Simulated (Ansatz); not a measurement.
The reference is BeSe in the zinc blende structure (space group F-43m, No. 216; a = 5.178 Å). Axes: x, y, z lie along the cube axes.

Calculations: Kohn–Sham DFT with the PBE functional, run in Ansatz (an electronic-structure program) with PAW and 420 eV plane waves, no spin-orbit coupling.

The change: an isotropic linear strain of +1.00 %; the atoms relax in the strained cell.

### Question
Predict the stress tensor and what it implies for the stiffness.

### Answer
Stress of the strained cell less that of the base (GPa, compression positive):
```
  -2.12    0.00    0.00
   0.00   -2.12    0.00
   0.00    0.00   -2.12
```

Then B = −ΔP/(ΔV/V₀) with ΔV/V₀ = 0.0303 gives secant stiffness values (nonlinear terms included at this strain): B ≈ 70 GPa.

Whether these cells are dynamically stable was not tested.
